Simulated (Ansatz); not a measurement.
```xyz
1
Lattice="-1.6661 1.6661 1.6661 1.6661 -1.6661 1.6661 1.6661 1.6661 -1.6661" Properties=species:S:1:pos:R:3 pbc="T T T"
Li     0.0000     0.0000     0.0000
```

No spin polarisation.

Computed with plane-wave PAW DFT at the PBE level (Ansatz, a quantum-chemistry and plane-wave program, 420 eV), spin-orbit coupling left out. k-mesh 27×27×27 (Γ-centred); smearing 0.1 eV (Fermi–Dirac).

### Question
Predict the band gap, pressure and space group.

### Answer
- Band gap: zero
- Pressure: 1.5 GPa
- Space group: Im-3m (No. 229)

The cells carry an imposed strain or load. Whether these cells are dynamically stable was not tested. The cell was made from Li in the bcc (W type) structure (space group Im-3m, No. 229) by this change: isotropic strain −3.00 %.
